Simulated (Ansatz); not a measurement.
## WGe2 (model structure, started from the C54 type, Fddd, No. 70, 6 atoms in the cell): bulk modulus by level of theory

No measured value is used here.

```csv
level (code),value (GPa),cell (Å³/atom)
LDA (Ansatz),195,14.67
PBEsol (Ansatz),187,14.97
r²SCAN (Ansatz),179,15.11
```

Density-functional levels without +SOC have no spin–orbit coupling. LDA, PBEsol, r²SCAN: the run has no spin polarisation, so it can have missed a magnetic state. LDA, PBEsol, r²SCAN: the bulk modulus is −V dP/dV from two relaxed cells at ±2 % in volume. Each level is taken at its own relaxed cell. Cutoffs differ between the levels. Ansatz's density-functional and Hartree–Fock values are scalar-relativistic unless marked +SOC, with PAW data made under PBE.

A model structure was made by putting elements into a prototype or built by hand; it is no filed structure, need not be a known phase, and can be a saddle point held by its symmetry.

Ansatz is an electronic-structure program.
